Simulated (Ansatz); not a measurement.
BeS (model structure, started from the GeS type, Pnma, No. 62, 8 atoms in the cell), treated with LDA (Ansatz, a quantum-chemistry and plane-wave program, PAW).

Settings: plane-wave cutoff 520 eV, 6×18×16 k mesh (along the axes of the cell as run), Fermi–Dirac smearing 0.05 eV, scalar-relativistic PAW data made under PBE.

Computed at the level's own relaxed cell.

```yaml
crystal:
  lattice:
    - [5.80830, 0.00000, 0.00000]
    - [0.00000, 3.44454, 0.00000]
    - [0.00000, 0.00000, 5.90949]
  atoms:
    - { symbol: Be, position: [0.14383, 0.25000, 0.40402] }
    - { symbol: Be, position: [0.35617, 0.75000, 0.90402] }
    - { symbol: Be, position: [0.85617, 0.75000, 0.59598] }
    - { symbol: Be, position: [0.64383, 0.25000, 0.09598] }
    - { symbol: S, position: [0.77807, 0.25000, 0.41801] }
    - { symbol: S, position: [0.72193, 0.75000, 0.91801] }
    - { symbol: S, position: [0.22193, 0.75000, 0.58199] }
    - { symbol: S, position: [0.27807, 0.25000, 0.08199] }
```

**Question.** List the 22 lowest band energies at Γ above −25 eV (eV, relative to the valence band maximum), grouping those that round alike.

**Answer.** At Γ: -13.81, -12.47, -12.17, -11.56, -5.70, -5.39, -4.27, -4.21, -3.13, -2.27, -1.75, -1.36, -0.78, -0.35, -0.16, 0.00, 3.76, 4.11, 5.41, 5.46, 5.53, 5.61.

Note: the relaxation could raise the start's symmetry but not lower it, so the cell can be a saddle point.

A model structure was made by putting elements into a prototype or built by hand; it is no filed structure, need not be a known phase, and can be a saddle point held by its symmetry.
